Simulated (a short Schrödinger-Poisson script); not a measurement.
## MOS inversion layer, HfO2 on p-type Si(100)

Structure: MOS inversion layer, HfO2 on p-type Si(100), at 300 K.

```
layer  material  thickness (nm)  Na (cm⁻³)
-----  --------  --------------  ---------
1          HfO2            11.1          -
2            Si            1200     1.3e17
```

Constants are typed, rounded textbook-type inputs, not results; the design itself was drawn at random and stands for no fabricated device. HfO2: permittivity 22, conduction-band edge (eV) 1.55, gap (eV) 5.7, electron mass (mₑ) 0.2. Si: permittivity 11.7, conduction-band edge (eV) 0, gap (eV) 1.124, Nv at 300 K (cm⁻³) 3.1e19.

Channel valleys (confinement mass, in-plane density-of-states mass, number): Δ2 0.916, 0.19, 2; Δ4 0.19, 0.417, 4. At the gate the conduction-band edge of layer 1 lies 1.94 eV − eVg above the Fermi level of the channel; the field vanishes at the back. Gaps are held at their typed values at every temperature. Mesh 0.03 nm at interfaces.

From a short Schrödinger-Poisson script (our own, NumPy): 1D Poisson equation in equilibrium, electrons quantum, Hartree (BenDaniel-Duke, 12 states a valley, the channel's in-plane mass for all, wave functions ending at the dielectric), parabolic valleys, classical holes, full ionisation, no traps, pinning or gate leakage.

| Vg (V) | electrons (cm⁻²) | C (μF/cm²) | Δ2 E0 (meV) | Δ2 E1 (meV) | Δ4 E0 (meV) | Δ4 E1 (meV) |
|---|---|---|---|---|---|---|
| 0.2 | 2.18e7 | 0.118 | 338.6 | 376.6 | 373.7 | 436.5 |
| 0.3 | 7.02e8 | 0.115 | 247.6 | 287.4 | 284.3 | 350.2 |
| 0.4 | 2.13e10 | 0.207 | 158.2 | 199.8 | 196.5 | 265.3 |
| 0.5 | 2.60e11 | 0.743 | 91.4 | 136.2 | 132.8 | 204.7 |
| 0.6 | 8.25e11 | 1.07 | 58.3 | 107.9 | 104.6 | 179.5 |
| 0.7 | 1.53e12 | 1.21 | 38.9 | 93.7 | 90.4 | 168.0 |
| 0.8 | 2.31e12 | 1.28 | 25.1 | 84.8 | 81.5 | 161.4 |
| 0.9 | 3.12e12 | 1.33 | 14.2 | 78.5 | 75.2 | 157.2 |
| 1 | 3.96e12 | 1.36 | 5.0 | 73.6 | 70.4 | 154.1 |
| 1.1 | 4.81e12 | 1.38 | -3.0 | 69.7 | 66.5 | 151.8 |
| 1.2 | 5.68e12 | 1.40 | -10.3 | 66.4 | 63.2 | 149.9 |
| 1.3 | 6.56e12 | 1.42 | -17.0 | 63.5 | 60.4 | 148.4 |
| 1.4 | 7.44e12 | 1.43 | -23.3 | 60.9 | 57.8 | 147.1 |
| 1.5 | 8.34e12 | 1.44 | -29.2 | 58.6 | 55.5 | 146.0 |
| 1.6 | 9.24e12 | 1.45 | -34.9 | 56.4 | 53.4 | 145.0 |
| 1.7 | 1.01e13 | 1.46 | -40.3 | 54.4 | 51.4 | 144.2 |
| 1.8 | 1.11e13 | 1.46 | -45.6 | 52.5 | 49.5 | - |
| 1.9 | 1.20e13 | 1.47 | -50.8 | - | - | - |
| 2 | 1.29e13 | 1.47 | - | - | - | - |

Gate voltages with under 1e6 electrons/cm² are left out.

Subbands count from the Fermi level; a dash marks a level above the dielectric's band edge.
